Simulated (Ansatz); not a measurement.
Base system: CdS in the zinc blende structure (space group F-43m, No. 216; a = 5.878 Å).

Calculations: r2SCAN/PAW in Ansatz (a program for electronic structure), no SOC.

One change was made to it. Results:

```csv
quantity,base,after
lattice parameter a,5.878 Å,5.657 Å
"hole mass (degenerate bands, along [100])","0.16, 0.78, 0.78 mₑ (at Γ)","0.18, 0.67, 0.67 mₑ (at Γ)"
band gap,1.54 eV,1.80 eV
electron mass,0.15 mₑ (at Γ),0.16 mₑ (at Γ)
```

**Question.** Which of these changes matches the shifts?
A) pressure −2 GPa
B) pressure 2.1 GPa
C) pressure 9 GPa

**Answer.** C, pressure 9 GPa. For comparison, the band gap in the other runs: pressure 2.1 GPa gives 1.62 eV; pressure −2 GPa gives 1.46 eV.

Load acts through the strain it causes; cell and atoms are relaxed under it. Masses are band curvatures over ±0.01 Å⁻¹ around the edge. No phonon test of stability was made. Tetrahedral semiconductors of this kind turn to denser phases somewhere between about 1 and 50 GPa; those were not computed, so compressed cells here can lie past the real transition.
